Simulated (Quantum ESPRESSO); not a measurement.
# Several settings converged on K (Im-3m, 1 atom in the cell)

```xyz
1
Lattice="2.6532 2.6532 2.6532 -2.6532 2.6532 2.6532 -2.6532 -2.6532 2.6532" Properties=species:S:1:pos:R:3 pbc="T T T"
K      0.0000     0.0000     0.0000
```

Base method: PBE, PseudoDojo standard norm-conserving (PBE) pseudopotentials (plane waves; Quantum ESPRESSO 7.5).

Base settings: ecutwfc = 75 Ry; occupations = smearing; smearing = fd; degauss = 0.0073499 Ry; potentials = {K: K.upf}; K_POINTS = automatic 9 9 9 0 0 0; conv_thr = 1e-08 Ry; mixing_beta = 0.4.

The count of work is k-points × plane waves × bands × iterations; it is no time. Core times come from one kind of shared machine, to one figure; runs under 30 s give none.

**The width of Fermi-Dirac smearing**

In this ladder: K_POINTS = automatic 15 15 15 0 0 0.

Narrow widths need finer meshes than wide ones, so the last steps can hold mesh noise.

Only quantities that move along the ladder and can be compared are tabulated; pressure and forces are left out, as mesh noise rules them at narrow widths.

```csv
degauss,free energy less the last step's (meV/atom),energy extrapolated to zero width less the last step's (meV/atom)
0.073499 Ry,-1174.41,-123.03
0.036749 Ry,-316.26,-8.06
0.02205 Ry,-113.25,-0.87
0.0147 Ry,-48.76,-0.59
0.0073499 Ry,-9.95,-0.41
0.0036749 Ry,0.00,0.00
```

Widest degauss that holds the free energy within 5 meV/atom: not settled: the last two steps still differ by 10.0 meV/atom, over half the tolerance, so the ladder does not show it.

Widest degauss that holds the energy extrapolated to zero width within 2 meV/atom of the last step, with all finer ones: 0.02205 Ry; the step before is off by 8.1 meV/atom.

The extrapolation to zero width removes most of the smearing's effect on the energy.

**The width of Methfessel-Paxton smearing**

In this ladder: smearing = mp; K_POINTS = automatic 15 15 15 0 0 0.

Narrow widths need finer meshes than wide ones, so the last steps can hold mesh noise.

Only quantities that move along the ladder and can be compared are tabulated; pressure and forces are left out, as mesh noise rules them at narrow widths.

```csv
degauss,free energy less the last step's (meV/atom)
0.073499 Ry,2.10
0.036749 Ry,-0.69
0.02205 Ry,-0.74
0.0147 Ry,-0.58
0.0073499 Ry,-0.13
0.0036749 Ry,0.00
```

Widest degauss that holds the free energy within 0.5 meV/atom of the last step, with all finer ones: 0.0073499 Ry; the step before is off by 0.58 meV/atom.

**The mesh under tetrahedron occupations**

In this ladder: occupations = tetrahedra_opt; smearing = default; degauss = default.

Only quantities that move along the ladder and can be compared are tabulated.

| K_POINTS | free energy less the last step's (meV/atom) | pressure (GPa) | count of work / last | core time / last (rough) |
|---|---|---|---|---|
| automatic 4 4 4 0 0 0 | 128.57 | 0.07 | 0.031 | – |
| automatic 5 5 5 0 0 0 | 68.47 | 0.02 | 0.039 | – |
| automatic 6 6 6 0 0 0 | 43.59 | -0.01 | 0.073 | – |
| automatic 7 7 7 0 0 0 | 27.21 | -0.02 | 0.078 | – |
| automatic 9 9 9 0 0 0 | 11.37 | -0.03 | 0.14 | – |
| automatic 11 11 11 0 0 0 | 4.99 | -0.04 | 0.25 | 0.3 |
| automatic 13 13 13 0 0 0 | 2.24 | -0.05 | 0.38 | 0.3 |
| automatic 16 16 16 0 0 0 | 0.65 | -0.04 | 0.57 | 0.5 |
| automatic 20 20 20 0 0 0 | 0.00 | -0.04 | 1.0 | 1 |

Coarsest K_POINTS that holds the pressure within 0.1 GPa of the last step, with all finer ones: automatic 5 5 5 0 0 0, at 0.039 of the last step's count of work; the step before is off by 0.11 GPa.

Coarsest K_POINTS that holds the free energy within 2 meV/atom of the last step, with all finer ones: automatic 16 16 16 0 0 0; the step before is off by 2.2 meV/atom.

On the base run: the starting cell has typed, rounded lattice constants, without a prior relaxation at this level. Its lattice was rescaled by up to half a per cent.

Left out of this page: 4 runs of the series outside the window shown, repeating another row's setting, or not comparable.
